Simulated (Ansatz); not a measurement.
CaZrF₆ (Fm-3m), PBEsol, rigid bands (Ansatz, a first-principles code): N_v = 2.46e21 cm⁻³ at 300 K and a hole conductivity mass of 5.59 mₑ.

Task: For 1e17 holes per cm³ at 300 K, place the Fermi level, estimate the Seebeck coefficient of a parabolic band with constant τ, and give mobility and conductivity for τ = 50 fs.

Result: The level lies k_BT ln(N_v/p) = 0.261 eV above the valence-band maximum. S ≈ +(k_B/e)[ln(N_v/p) + 5/2] = 1087 μV/K, against 1037 μV/K from the full bands (mean over directions). μ = eτ/m = 15.7 cm²/(V·s) and σ = peμ = 0.252 S/cm. τ is assumed, not computed.

Band transport and this doping are assumed; polarons and phonon drag are left out. Spin-orbit coupling is left out; where it splits the top of the valence band, N_v and the p-type Seebeck coefficient come out somewhat high without it.

Computed structure with no diffraction record at hand here (it may be known, metastable or hypothetical): CaZrF6 (Fm-3m).
